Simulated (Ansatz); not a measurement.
Base system: ZrC in the rock salt structure (space group Fm-3m, No. 225; relaxed with 0.1 eV smearing).

```yaml
crystal:
  lattice:
    - [0.00000, 2.33454, 2.33454]
    - [2.33454, 0.00000, 2.33454]
    - [2.33454, 2.33454, 0.00000]
  atoms:
    - { symbol: C, position: [0.00000, 0.00000, 0.00000] }
    - { symbol: Zr, position: [0.50000, 0.50000, 0.50000] }
```

Cartesian axes are those of the cell as printed.

All numbers come from Kohn–Sham DFT with the PBEsol functional, run in Ansatz (a program for electronic structure) with PAW and 420 eV plane waves, no spin-orbit coupling.

Strains are applied to the cell and any free atomic positions relax.

One change was made to it. Results:

```tsv
quantity	base	after
energy relative to the base (free energy F)	0 meV/atom	+32 meV/atom
pressure (mean of the normal stresses, compression positive)	0.0 GPa	0.3 GPa
shortest interatomic distance	2.335 Å	2.335 Å
```

Problem. Name the change that was made.
A) tensor shear ε_xy = +3.36 %
B) uniaxial strain ε_xx = +4.54 %
C) tensor shear ε_yz = +3.60 %
D) uniaxial strain ε_zz = +2.30 %

Solution. C, tensor shear ε_yz = +3.60 %. For comparison, the energy relative to the base in the other runs: uniaxial strain ε_zz = +2.30 % gives +9.6 meV/atom; tensor shear ε_xy = +3.36 % gives +28 meV/atom; uniaxial strain ε_xx = +4.54 % gives +35 meV/atom.

No phonon test of stability was made. The final runs are not spin-polarised.
